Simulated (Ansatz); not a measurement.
## Pressure series in GaSe

Base system: GaSe in the beta-GaS type structure (space group P6_3/mmc, No. 194; a = 3.7694 Å, c = 15.9642 Å; layered, stacked along the Cartesian z axis).

Cell and atoms are relaxed at each pressure.

Calculations: PBE-D3(BJ), PAW, 420 eV (Ansatz, an electronic-structure program; no spin-orbit coupling), earlier PAW set.

Notes on the quantities. enthalpy: H = E + PV relative to the base's energy.

```
case              shortest interatomic distance  band gap       enthalpy
----------------  -----------------------------  --------  -------------
base                                    2.444 Å   0.87 eV              –
pressure −1 GPa                         2.457 Å   0.96 eV  -0.16 eV/atom
pressure 1.8 GPa                        2.424 Å   0.84 eV  +0.27 eV/atom
pressure 4.2 GPa                        2.400 Å   0.74 eV  +0.61 eV/atom
pressure 18 GPa                         2.303 Å      zero  +2.36 eV/atom
pressure 30 GPa                         2.245 Å      zero  +3.71 eV/atom
pressure 45 GPa                         2.193 Å      zero  +5.25 eV/atom
pressure 60 GPa                             ___      zero  +6.67 eV/atom
```

Q: Fill in the withheld entries from the trend.

A: 
- pressure 60 GPa, shortest interatomic distance: 2.150 Å

A case with no gap was solved on a k-mesh chosen for an insulator, which is coarse for it. Load acts through the strain it causes; cell and atoms are relaxed under it. Whether these cells are dynamically stable was not tested. No other phases were tried under pressure. The final runs are not spin-polarised. A zero or small gap of GaSe under pressure 18 GPa and GaSe under pressure 30 GPa can be the functional's error rather than a property of the material.
